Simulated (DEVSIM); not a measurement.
Structure: abrupt In0.53Ga0.47As n-p junction, at 400 K.

```
layer (left to right)        material  thickness (μm)  Nd (cm⁻³)  Na (cm⁻³)   τn (s)   τp (s)
---------------------  --------------  --------------  ---------  ---------  -------  -------
1                      In0.53Ga0.47As            57.0     3.9e15          -  7.1e-10  7.1e-10
2                      In0.53Ga0.47As            35.0          -     1.3e15  7.1e-10  7.1e-10
```

Left contact: ohmic. Right contact: ohmic. Voltage is applied to the left contact. Recombination: SRH at mid-gap, radiative, Auger. Mobility is constant in doping. Where it depends on doping, it is μmin + (μ − μmin)/(1 + (N/Nref)^α).

The device is made up for the run: typed textbook-type constants, with dimensions and the other settings drawn at random. Values at 300 K; Nc and Nv go as T^1.5, mobilities as T to minus their exponent, the gap by Varshni's rule with the affinity fixed. The table also holds parameters that only a changed run uses.

```csv
parameter,In0.53Ga0.47As
gap (eV),0.74
affinity (eV),4.51
permittivity,13.9
Nc (cm⁻³),2.1e17
Nv (cm⁻³),7.7e18
μn (cm²/Vs),12000
μp (cm²/Vs),300
"μn,min",300
"μp,min",10
"Nref,n",1.3e17
"Nref,p",4.9e17
αn,0.48
αp,0.4
T exponent of μn,1.6
T exponent of μp,1.6
B (cm³/s),9.6e-11
Cn (cm⁶/s),5e-29
Cp (cm⁶/s),5e-29
Varshni α (eV/K),0.00035
Varshni β (K),190
```

Simulated with DEVSIM: 1D drift-diffusion, Boltzmann statistics, complete ionisation; no tunnelling, impact ionisation, image-force lowering or self-heating.

Base results: potential step across the device at zero bias (V) 0.243; dark forward voltage at 1 A/cm² (V) 0.114; largest field in the device at zero bias (V/cm) 6900.

### Question
What follows from this one change: doping Nd of layer 1 3.9e+15 → 1.2e+17 cm^-3?

### Answer
potential step across the device at zero bias 0.243 → 0.361 V; dark forward voltage at 1 A/cm² little changed (0.113 V); largest field in the device at zero bias 6900 → 21000 V/cm.

### Question
What follows from this one change: minority lifetime in layer 2 7.1e-10 → 2.1e-08 s?

### Answer
potential step across the device at zero bias little changed (0.243 V); dark forward voltage at 1 A/cm² 0.114 → 0.120 V; largest field in the device at zero bias little changed (6900 V/cm).

### Question
What follows from this one change: temperature 400 → 250 K?

### Answer
potential step across the device at zero bias 0.243 → 0.493 V; dark forward voltage at 1 A/cm² 0.114 → 0.394 V; largest field in the device at zero bias 6900 → 11000 V/cm.

### Question
What follows from this one change: doping Na of layer 2 1.3e+15 → 3.9e+16 cm^-3?

### Answer
potential step across the device at zero bias 0.243 → 0.360 V; dark forward voltage at 1 A/cm² little changed (0.111 V); largest field in the device at zero bias 6900 → 18000 V/cm.

### Question
What follows from this one change: doping-dependent mobility in place of the constant one?

### Answer
potential step across the device at zero bias little changed (0.243 V); dark forward voltage at 1 A/cm² 0.114 → 0.122 V; largest field in the device at zero bias little changed (6900 V/cm).
